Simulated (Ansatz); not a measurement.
The starting structures come from a database of crystals and need not be the phases stable at ambient conditions.

By PBEsol, the system below comes out a metal.

The ballistic (Sharvin) conductance counts the channels at the Fermi level: G/A = (e²/h) × channels of both spins per area.

```yaml
crystal:
  lattice:
    - [2.90561, 0.00000, 0.00000]
    - [-1.45280, 2.51633, 0.00000]
    - [1.45280, 0.83878, 2.44359]
  atoms:
    - { symbol: Ti, position: [0.00000, 0.00000, 0.00000] }
```

Space group of this cell: R-3m. The cell is strained (lengths along the current scaled by 1.03, ions clamped); by PBEsol its mean pressure is -6.9 GPa.

The current flows along the normal of the first two printed cell vectors, the (111) (indices of the unstrained crystal) plane of the conventional cell. No spin-orbit coupling; the value is a mean over 0.1 eV about the Fermi level.

Task: Compute, with PBEsol run with Ansatz (a program for electronic structure), the ballistic conductance per area.

Result: 1.4 × 10¹⁵ S/m² for both spins.
